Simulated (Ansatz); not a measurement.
**CuI, carrier doping**

Base system: CuI in the zinc blende structure (space group F-43m, No. 216; a = 6.0793 Å).

Carriers are added at fixed cell with a uniform background; the Fermi–Dirac width is that of 300 K.

The values are results of Ansatz (a first-principles code), PBE, PAW, cutoff 420 eV, without spin-orbit coupling, not measurements.

Notes on the quantities. Fermi level from band edge: Fermi level relative to the doped band's edge (positive inside the band; to 0.05 eV).

```
variant                   gap between the host's bands  Fermi level from band edge
------------------------  ----------------------------  --------------------------
undoped                                        1.10 eV                           –
electrons 7.0×10^20 cm⁻³                       1.08 eV                    +0.95 eV
electrons 1.5×10^21 cm⁻³                       1.06 eV                    +1.15 eV
electrons 3.0×10^21 cm⁻³                       1.02 eV                    +1.35 eV
holes 7.0×10^20 cm⁻³                           1.15 eV                    +0.10 eV
holes 1.5×10^21 cm⁻³                           1.21 eV                    +0.20 eV
holes 3.0×10^21 cm⁻³                           1.31 eV                    +0.30 eV
```

Charged cell with a jellium background: band edges are those of the host's band count, energies are not comparable with the neutral cell, and many-body gap narrowing is missing. With I present, leaving out spin-orbit coupling can change the band edges. No phonon test of stability was made. The final runs are not spin-polarised.
